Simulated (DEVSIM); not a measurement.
# Schottky contact on n-type GaN

Device: Schottky contact on n-type GaN, at 300 K.

| layer (left to right) | material | thickness (μm) | Nd (cm⁻³) | τn (s) | τp (s) |
|---|---|---|---|---|---|
| 1 | GaN | 0.330 | 7.6e15 | 3.5e-8 | 3.5e-8 |

Left contact: Schottky, work function 5.15 eV, emission velocity 3.5e6 cm/s. Right contact: ohmic. Voltage is applied to the left contact. Recombination: SRH at mid-gap, radiative. Mobility is constant in doping.

The device is made up for the run: typed textbook-type constants, with dimensions and the other settings drawn at random. Values at 300 K.

```csv
parameter,GaN
gap (eV),3.43
affinity (eV),4.1
permittivity,9.5
Nc (cm⁻³),2.3e18
Nv (cm⁻³),4.6e19
μn (cm²/Vs),1200
μp (cm²/Vs),100
B (cm³/s),1e-11
```

DEVSIM, 1D drift-diffusion, Boltzmann statistics, complete ionisation; no tunnelling, impact ionisation, image-force lowering or self-heating. Metal contacts follow the ideal Schottky-Mott rule: no Fermi-level pinning, no interface dipoles.

```
Quantity                                            Value
---------------------------------------------  ----------
Potential step across the device at zero bias     0.902 V
Largest field in the device at zero bias       51000 V/cm
Dark forward voltage at 1 A/cm²                   0.690 V
Dark forward voltage at 100 A/cm²                 0.814 V
```

Dark reverse current:

```tsv
V (V)	J (A/cm²)
-0.40	-2.8e-12
-1.00	-2.9e-12
-2.00	-2.9e-12
-3.00	-2.9e-12
-4.00	-2.9e-12
-6.00	-2.9e-12
-8.00	-2.9e-12
-10.00	-2.9e-12
-13.00	-2.9e-12
-16.00	-2.9e-12
-20.00	-2.9e-12
```

Dark forward current:

```tsv
V (V)	J (A/cm²)
0.05	1.7e-11
0.10	1.3e-10
0.15	9.2e-10
0.20	6.3e-9
0.25	4.4e-8
0.30	3.0e-7
0.35	2.1e-6
0.40	1.4e-5
0.45	9.9e-5
0.50	0.00068
0.55	0.0047
0.60	0.032
0.65	0.22
0.70	1.5
0.75	9.9
0.80	63
0.85	330
0.90	1100
0.95	2500
```
